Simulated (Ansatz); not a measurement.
S on the 1x1 (110) surface of zinc-blende InP (cut with top plane In + P), one in a 2x1 cell, energies for each (50.2 Å²). Energies are against ⅛ S8(g), without zero-point or thermal terms; each row is named by its start.

Host crystal: zinc-blende InP, with a band gap (PBE, scalar-relativistic without spin-orbit coupling).

These are PBE (plane waves to 420 eV, PAW; Ansatz, a first-principles code) values and carry that method's errors.

Set-up: 21 atoms, 8.9 Å thick at the start under the adsorbate (thin: gaps and levels are the slab's own); mesh 3x4x1; 0.01 eV smearing; dipole correction on; 8 atoms held, the rest relaxed; each run with such symmetry as its start has; spin-polarised, no spin-orbit, no U, no dispersion correction.

A negative adsorption energy means that the adsorbate is more stable on the surface than in its reference. Starts that drift may end in the same place. Heights count from the host atoms within 0.3 Å of the top one.

| starting site | E_ads (eV) | height (Å) | nearest host atom (Å) | bonded to | change of the vacuum step (eV) | lateral drift (Å) | moment (μB) |
|---|---|---|---|---|---|---|---|
| top P | -0.09 | 0.97 | P 2.03 | P | 0.65 | 1.6 | 0.0 |
| top In | 0.42 | ___ | P 2.20 | 2 P | -0.20 | 2.6 | 0.0 |
| hollow In-In-P-P | -0.09 | 0.97 | P 2.03 | P | 0.65 | 1.2 | 0.0 |
| hollow beside P | ___ | 0.80 | P 2.26 | 2 In + P | 0.37 | 0.6 | 0.0 |
| bridge In-P (span 5.2 Å) | -0.09 | 0.97 | P 2.03 | P | 0.66 | 1.3 | 0.0 |

Task: Complete the blanks.

Result: 
- top In, height (Å): 0.85
- hollow beside P, E_ads (eV): 0.18
